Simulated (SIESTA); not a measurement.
Worked example: self-consistent single point of Ba₃In₂As₄ (P1, 18 atoms in the cell) in SIESTA.

Method of the run: LDA PW92, numerical atomic orbitals DZP, PseudoDojo LDA standard norm-conserving potentials (rewritten from UPF to PSML) (SIESTA).

```xyz
18
Lattice="7.1580 -5.5653 0.0000 7.1580 5.5653 0.0000 -0.0310 0.0000 7.2092" Properties=species:S:1:pos:R:3 pbc="T T T"
Ba     7.1642    -1.0937     1.8157
Ba     7.1336     1.0877     5.3766
Ba     5.4353     4.1798     0.2716
Ba     8.9051     4.1294     3.4019
Ba     8.8134    -4.2118     6.8988
Ba     5.3819    -4.1181     3.9240
In     4.2358     1.3051     3.0091
In    10.0519     1.4219     0.6234
In    10.0276    -1.3604     4.2424
In     4.2663    -1.2852     6.5778
As     4.8822     1.0043     0.5050
As     9.3805     0.9760     3.0483
As     9.3865    -0.9945     6.7205
As     4.9408    -0.9998     4.1038
As     8.8104    -3.6137     3.3758
As     5.5175    -3.6641     0.1678
As     5.4940     3.6055     3.7773
As     8.7386     3.6317     7.0431
```

Reference input (self-consistent single point, DFT, LDA PW92, numerical atomic orbitals DZP, PseudoDojo LDA standard norm-conserving potentials (rewritten from UPF to PSML)): XC.functional = LDA; XC.authors = PW92; potentials = PseudoDojo LDA standard; PAO.BasisSize = DZP; PAO.EnergyShift = 0.01 Ry; MeshCutoff = 400 Ry; kgrid.MonkhorstPack = 2 2 3; OccupationFunction = FD; ElectronicTemperature = 580.23 K; MaxSCFIterations = 150; SCF.Mixer.Method = Broyden; SCF.Mixer.Weight = 0.1. This run's input differs from it in these lines:

```diff
@@ -47,3 +47,3 @@
     0   2   0  0.0
-    0   0   3  0.0
+    0   0   3  0.5
 %endblock kgrid.MonkhorstPack
```

Output, abridged:

```
        iscf     Eharris(eV)        E_KS(eV)     FreeEng(eV)     dDmax    Ef(eV) dHmax(eV)
   scf:    1   -34827.227446   -34850.353680   -34850.353680  1.551634 -4.233912  5.415324
   scf:    2   -34854.060597   -34852.284860   -34852.284860  0.025787 -4.173282  4.090019
   scf:    3   -34856.418360   -34854.962355   -34854.962356  0.078017 -3.988006  1.151850
   scf:    4   -34855.306530   -34855.159374   -34855.159375  0.029985 -3.974047  0.576650
   scf:    5   -34855.223366   -34855.193200   -34855.193201  0.011723 -3.968112  0.458171
   scf:    6   -34855.236805   -34855.218441   -34855.218443  0.019792 -3.979293  0.187549
   [... lines left out ...]
   scf:    9   -34855.219898   -34855.219840   -34855.219842  0.000569 -3.980438  0.010308
   scf:   10   -34855.219877   -34855.219861   -34855.219862  0.000400 -3.979204  0.004155
   scf:   11   -34855.219867   -34855.219864   -34855.219866  0.000166 -3.978691  0.002150
   scf:   12   -34855.219866   -34855.219865   -34855.219867  0.000051 -3.978580  0.001075
   scf:   13   -34855.219866   -34855.219866   -34855.219867  0.000031 -3.978521  0.000511
   scf:   14   -34855.219866   -34855.219866   -34855.219867  0.000013 -3.978506  0.000387
   scf:   15   -34855.219866   -34855.219866   -34855.219867  0.000007 -3.978499  0.000313
SCF Convergence by DM+H criterion
max |DM_out - DM_in|         :     0.0000068329
max |H_out - H_in|      (eV) :     0.0003129045
SCF cycle converged after 15 iterations

Using DM_out to compute the final energy and forces

siesta: E_KS(eV) =           -34855.2199

siesta: E_KS - E_eggbox =    -34855.2199

siesta: Atomic forces (eV/Ang):
     1   -0.020606   -0.033184   -0.322622
     2    0.119068    0.007857    0.242078
     3   -0.217867   -0.199883    0.121015
   [... 15 lines left out ...]
   Tot    0.001944    0.000184   -0.001204
   Max    0.668907
   Res    0.252059    sqrt( Sum f_i^2 / 3N )
   Max    0.668907    constrained

Stress tensor Voigt[x,y,z,yz,xz,xy] (kbar):       -0.10      -12.21       -2.36       -0.56        0.66       -1.12
(Free)E + p*V (eV/cell)   -34853.4664
Target enthalpy (eV/cell)   -34855.2199

   [... lines left out ...]
siesta: FreeEng =    -34855.219867
   [... lines left out ...]
siesta:    -0.000062   -0.000698    0.000413
siesta:    -0.000698   -0.007621   -0.000350
siesta:     0.000413   -0.000350   -0.001476

siesta: Cell volume =        574.385270 Ang**3

siesta: Pressure (static):
siesta:                Solid            Molecule  Units
siesta:           0.00003325          0.00000191  Ry/Bohr**3
siesta:           0.00305283          0.00017528  eV/Ang**3
siesta:           4.89117211          0.28083497  kBar
```

The run converged in 15 iterations. Against the reference run the free energy goes down by 3.1 meV/atom, the pressure hardly changes (0.48 to 0.49 GPa), the largest force goes from 0.695 to 0.709 eV/Å and the gap on the mesh goes from 0.494 to 1.273 eV.

The starting cell comes from a database of published, mostly measured structures (it also holds non-ambient and calculated ones), without a prior relaxation at this level. Its atoms were displaced at random from the sites of space group no. 15. Values carry the incompleteness of an atom-centred basis. The basis of the alkali or alkaline-earth atoms may lack their empty d shell, which can raise the gap. Another mesh or the band path of this cell gives a smaller gap, so this value is not converged in the mesh.

Cost on one core of a shared machine: roughly 2 min.
